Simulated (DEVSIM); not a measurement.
System: illuminated In0.53Ga0.47As p-on-n cell, one wavelength, at 300 K.

```
layer (left to right)        material  thickness (μm)  Nd (cm⁻³)  Na (cm⁻³)   τn (s)   τp (s)  absorption coefficient (cm⁻¹)
---------------------  --------------  --------------  ---------  ---------  -------  -------  -----------------------------
1                      In0.53Ga0.47As           0.670          -     6.6e17  1.2e-10  3.1e-10                           6100
2                      In0.53Ga0.47As            3.40     7.4e16          -   2.6e-9   2.6e-9                           6100
```

Left contact: ohmic, minority electron recombination velocity 30000 cm/s. Right contact: ohmic, minority hole recombination velocity 2000 cm/s. Voltage is applied to the left contact. Recombination: SRH at mid-gap, radiative, Auger. Light enters at the left, 2.6e18 photons cm⁻² s⁻¹, one pass, no reflection. Mobility is μmin + (μ − μmin)/(1 + (N/Nref)^α).

The device is made up for the run: typed textbook-type constants, with dimensions and the other settings drawn at random. Values at 300 K.

```csv
parameter,In0.53Ga0.47As
gap (eV),0.74
affinity (eV),4.51
permittivity,13.9
Nc (cm⁻³),2.1e17
Nv (cm⁻³),7.7e18
μn (cm²/Vs),12000
μp (cm²/Vs),300
"μn,min",300
"μp,min",10
"Nref,n",1.3e17
"Nref,p",4.9e17
αn,0.48
αp,0.4
B (cm³/s),9.6e-11
Cn (cm⁶/s),5e-29
Cp (cm⁶/s),5e-29
```

Simulated with DEVSIM: 1D drift-diffusion, Boltzmann statistics, complete ionisation; no tunnelling, impact ionisation, image-force lowering or self-heating.

**Question.** Tabulate band edges, carrier densities and field at zero bias, in the dark.

**Answer.** Energies count from the Fermi level of the right contact; mesh points crowd at the junctions.

```tsv
x (μm)	Ec (eV)	Ev (eV)	n (cm⁻³)	p (cm⁻³)	field (V/cm)
0.000	0.676	-0.064	910000	6.6e17	≈ 0
0.01981	0.676	-0.064	910000	6.6e17	≈ 0
0.05786	0.676	-0.064	910000	6.6e17	≈ 0
0.1219	0.676	-0.064	910000	6.6e17	≈ 0
0.2891	0.676	-0.064	910000	6.6e17	≈ 0
0.4667	0.676	-0.064	910000	6.6e17	≈ 0
0.5660	0.676	-0.064	910000	6.6e17	≈ 0
0.6350	0.676	-0.064	920000	6.5e17	-490
0.6626	0.643	-0.097	3300000	1.8e17	-50000
0.6793	0.497	-0.243	9.2e8	6.5e14	-93000
0.7071	0.277	-0.463	4.7e12	1.3e11	-66000
0.7887	0.034	-0.706	5.6e16	1.1e7	-4300
0.9072	0.027	-0.713	7.4e16	8100000	≈ 0
1.124	0.027	-0.713	7.4e16	8100000	≈ 0
1.759	0.027	-0.713	7.4e16	8100000	≈ 0
2.626	0.027	-0.713	7.4e16	8100000	≈ 0
3.292	0.027	-0.713	7.4e16	8100000	≈ 0
3.673	0.027	-0.713	7.4e16	8100000	≈ 0
3.906	0.027	-0.713	7.4e16	8100000	≈ 0
3.991	0.027	-0.713	7.4e16	8100000	≈ 0
4.040	0.027	-0.713	7.4e16	8100000	≈ 0
4.070	0.027	-0.713	7.4e16	8100000	≈ 0
```
